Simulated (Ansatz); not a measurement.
**What pressure 7.5 GPa does to Sn**

The reference is Sn (space group I4/mmm, No. 139; a = 3.281 Å, c = 4.920 Å).

It is then changed as follows: a hydrostatic pressure of 7.5 GPa.

Level of theory: Ansatz (a first-principles code) PBEsol, without spin-orbit coupling. k-mesh 20×20×20 (Γ-centred); smearing 0.05 eV (Fermi–Dirac).

The volume per atom falls by 2.66 Å³ (26.49 Å³ → 23.83 Å³) and the lattice parameter a decreases by 12.3 pm, from 328.1 pm to 315.8 pm. The c/a ratio rises by 0.014 (1.499 → 1.513) and the shortest interatomic distance decreases by 12.3 pm to 315.8 pm. The enthalpy H = E + PV relative to the base's energy amounts to +1.17 eV/atom and the band gap stays zero.

Final structure:

```
Sn
1.0
   -1.57910     1.57910     2.38891
    1.57910    -1.57910     2.38891
    1.57910     1.57910    -2.38891
Sn
1
Cartesian
  0.00000   0.00000   0.00000
```

Load acts through the strain it causes; cell and atoms are relaxed under it. Stability against distortions was not tested. Competing high-pressure phases were not computed. This is not the structure that Sn has at room temperature and ambient pressure.
